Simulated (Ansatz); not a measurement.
TiO2 (Pbcn, No. 60, 12 atoms in the cell; start mp-1439; high-pressure phase) was calculated with r²SCAN in Ansatz (plane waves, PAW).

Run with plane-wave cutoff 500 eV, 10×8×8 k mesh (along the axes of the cell as run), Fermi–Dirac smearing 0.05 eV, no spin polarisation, scalar-relativistic PAW data made under PBE.

Cell (relaxed at this level):

TiO$_{2}$ is taken in the orthorhombic space group Pbcn (No. 60), Pearson symbol oP12. Conventional cell: a = 4.545 Å, b = 5.514 Å, c = 4.894 Å, α = 90.00°, β = 90.00°, γ = 90.00°. Ti on 4c has 4 O at 1.869–1.951 Å and 2 O at 2.096 Å. O on 8d is surrounded by 2 Ti at 1.869–1.951 Å and 1 Ti at 2.096 Å (trigonal planar). (Neighbours: up to the widest gap in distance over summed covalent radii, below 1.35, at either atom; cation-cation and far metal-metal contacts left out.)

### Question
What does this level give for the band gap?

### Answer

- band gap: 3.05 eV (on the SCF k mesh)

Note: the relaxation could not lower the start's symmetry, so the cell can be a saddle point above a distorted one.

A start named mp-… is a Materials Project structure, which need not be a measured phase.

Ansatz is a program for electronic structure.
